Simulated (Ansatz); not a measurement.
Data:

```
Bi2Se3
1.0
    2.07230     1.20434     9.75526
   -2.07230     1.20434     9.75526
    0.00000    -2.40868     9.75526
Bi Se
2 3
Cartesian
  0.00000  -0.00460  11.68524
  0.00000   0.00460  17.58054
  0.00000   0.00000   0.00000
  0.00000   0.00826   6.27781
  0.00000  -0.00826  22.98797
```

No spin polarisation.

Computed with r2SCAN+rVV10 (Ansatz, a program for electronic structure; PAW; 500 eV plane waves; spin-orbit coupling left out). k-mesh 9×9×9 (Γ-centred); smearing 0.05 eV (Fermi–Dirac).

Q: Predict the band gap.

A: 0.59 eV.

Q: Estimate the electron mass.

A: 0.11 mₑ along x, 0.11 mₑ along y, 0.48 mₑ along z (at Γ).

With Bi present, leaving out spin-orbit coupling can change the band edges. The cells carry an imposed strain or load. Masses are band curvatures over ±0.01 Å⁻¹ around the edge. Whether these cells are dynamically stable was not tested. The cell was made from Bi₂Se₃ in the Bi2Te3 type structure (space group R-3m, No. 166) by this change: uniaxial strain ε_yy = +0.66 %.
